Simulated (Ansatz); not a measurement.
Consider GaN in the wurtzite structure (space group P6_3mc, No. 186; a = 3.183 Å, c = 5.184 Å).

One thing is altered: As takes the place of N on all its sites; the structure is relaxed again.

Levels (all Ansatz, a program for electronic structure, PAW): r2SCAN (500 eV, no spin-orbit coupling); HSE06 (420 eV, scalar-relativistic without spin-orbit coupling).

The geometry is relaxed with r2SCAN.

r2SCAN lowest conduction level above the VBM at special points: Γ 0.96 eV; L 1.59 eV; M 1.61 eV

Question: How does going to HSE06 change the lowest conduction level above the VBM at special points?

Answer: The lowest conduction level above the VBM at special points becomes Γ 1.35 eV; L 1.95 eV; M 1.95 eV (r2SCAN: Γ 0.96 eV; L 1.59 eV; M 1.61 eV).

Single points use the geometry relaxed with r2SCAN. The levels and masses belong to the bands next to the band gap. No phonon test of stability was made. For GaAs in this form, whether it has been made was not checked. This is not the structure that GaAs has at room temperature and ambient pressure.
